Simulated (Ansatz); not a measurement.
Worked example: self-consistent single point of AlNi (Cmm2, 2 atoms in the cell) in Ansatz (an electronic-structure program).

Computed with PBEsol, PAW files made with PBE (plane waves; Ansatz).

The change in words: lattice scaled by 0.98; basis.ecutwfc: 30.9 Ry → 61.7 Ry. Reference geometry:
```xyz
2
Lattice="1.9329 -1.9473 0.0000 1.9329 1.9473 0.0000 0.0000 0.0000 3.0901" Properties=species:S:1:pos:R:3 pbc="T T T"
Al     0.0000     0.0000     0.0500
Ni     1.9329     0.0000     1.5451
```

Reference input (self-consistent single point, DFT, PBEsol, plane waves, PAW files made with PBE): basis.ecutwfc = 30.9 Ry; kpoints.mp_grid.grid = 12 12 11; hamiltonian.xc = pbesol; hamiltonian.pseudopotentials = {kind: paw} (the program's default PAW files); scf.occupations.method = gaussian; scf.occupations.width = 0.0073 Ry. This run's input differs from it in these lines:

Ansatz 0.2 input:
```diff
@@ -2,10 +2,10 @@
   lattice:
-    - [1.932879, -1.947330, 0.000000]
-    - [1.932879, 1.947330, 0.000000]
-    - [0.000000, 0.000000, 3.090132]
+    - [1.894221, -1.908383, 0.000000]
+    - [1.894221, 1.908383, 0.000000]
+    - [0.000000, 0.000000, 3.028329]
   atoms:
-    - { symbol: Al, position_ang: [0.000000, 0.000000, 0.050001] }
-    - { symbol: Ni, position_ang: [1.932879, 0.000000, 1.545066] }
+    - { symbol: Al, position_ang: [0.000000, 0.000000, 0.049001] }
+    - { symbol: Ni, position_ang: [1.894221, 0.000000, 1.514164] }
 basis:
-  ecutwfc: 30.9 Ry
+  ecutwfc: 61.7 Ry
 kpoints:
```

Output, abridged:

```
SCF iter   1: F=—  HF=-6331.069862 eV  |F-HF|=—  |Δ(HF+E_count)|=         —  Δρ=6.12e-2  dr2=9.28e-1  ethr=3.10e-3  ⟨swp⟩=4.7  Hψ=17490  notcnv=0
all-band conjugate gradients solve this SCF's bands
preconditioner: auto → none
SCF iter   2: F=—  HF=-6330.941679 eV  |F-HF|=—  |Δ(HF+E_count)|=   1.28e-1  Δρ=5.10e-2  dr2=6.43e-1  ethr=3.10e-3  ⟨swp⟩=2.0  Hψ=6956  notcnv=0  defer=101
   [... lines left out ...]
SCF iter   5: F=—  HF=-6330.761158 eV  |F-HF|=—  |Δ(HF+E_count)|=   1.61e-4  Δρ=1.73e-3  dr2=3.36e-4  ethr=7.08e-6  ⟨swp⟩=2.1  Hψ=5413  notcnv=0  defer=96
SCF iter   6: F=—  HF=-6330.761028 eV  |F-HF|=—  |Δ(HF+E_count)|=   1.30e-4  Δρ=3.09e-4  dr2=1.28e-5  ethr=1.60e-6  ⟨swp⟩=2.1  Hψ=5317  notcnv=0  defer=96
SCF iter   7: F=—  HF=-6330.761000 eV  |F-HF|=—  |Δ(HF+E_count)|=   2.77e-5  Δρ=2.58e-5  dr2=1.03e-7  ethr=6.11e-8  ⟨swp⟩=2.3  Hψ=5360  notcnv=0  defer=96
SCF iter   8: F=-6330.761000 eV  HF=-6330.761000 eV  |F-HF|=5.82e-10  |Δ(HF+E_count)|=   6.81e-9  Δρ=4.22e-6  dr2=1.79e-9  ethr=4.76e-10  ⟨swp⟩=6.3  Hψ=16776  notcnv=0
SCF 1 converged in 8 iterations: F = -6330.761000 eV  dr2 = 1.79e-9
Free energy (F): -6330.761000 eV
Internal energy: -6330.757189 eV  (E = F + TS)
E sigma→0 (E₀):  -6330.759094 eV
Entropy (-TS):   -0.003811 eV (-1.906 meV/atom)
Fermi energy:    15.275367 eV
--- Forces (eV/Å), atoms counted from 1 ---
  atom   1  Al     0.00000000     0.00000000    -0.41544060
  atom   2  Ni     0.00000000     0.00000000     0.41543926
--- Stress (GPa, compression-positive) ---
       18.532527       0.000000       0.000000
        0.000000      16.572819       0.000000
        0.000000       0.000000       8.724777
  P = ⅓ Tr σ = 14.6100 GPa (146.100 kbar)
  The stress holds the Pulay correction. Without it, at fixed plane waves, as pw.x and ABINIT print it: P = 14.6072 GPa
```

The run converged in 8 iterations. Against the reference run the free energy rises by 32.5 meV/atom, the pressure goes from 2.13 to 14.61 GPa and the largest force goes from 0.332 to 0.415 eV/Å.

The starting cell comes from a database of computed structures (which also holds hypothetical and non-ambient phases and stackings), without a prior relaxation at this level. Its lattice was rescaled by up to half a per cent. One atom was moved a little off its site on purpose. For this run, on top of that: lattice scaled by 0.98. Spin polarisation is off. Ansatz's pressure includes its estimate of the finite-basis (Pulay) stress.
